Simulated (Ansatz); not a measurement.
Start from Ga₂O₃ (space group C2/m, No. 12; a = 12.255 Å, b = 3.039 Å, c = 5.808 Å, α = γ = 90.00°, β = 103.81°).

The values are results of Ansatz (a first-principles code) r2SCAN, scalar-relativistic without spin-orbit coupling, earlier PAW set, not measurements.

Base values:

```
Item                                Value
-----------------------------  ----------
Smallest direct gap               3.07 eV
Density                        5.93 g/cm³
Band gap                          3.03 eV
Width of the top valence band     0.69 eV
```

The change: a hydrostatic pressure of 9 GPa.

### Question
What does the calculation give for the smallest direct gap after the change?

### Answer
The smallest direct gap goes up by 0.380 eV to 3.44 eV.

### Question
How does this affect the density?

### Answer
The density increases by 0.28 g/cm³ (5.93 g/cm³ → 6.21 g/cm³).

### Question
How does this affect the band gap?

### Answer
The band gap grows by 0.38 eV (3.03 eV → 3.41 eV).

### Question
What happens to the width of the top valence band?

### Answer
The width of the top valence band rises by 0.04 eV (0.69 eV → 0.73 eV).

Load acts through the strain it causes; cell and atoms are relaxed under it. Stability against distortions was not tested. No other phases were tried under pressure.
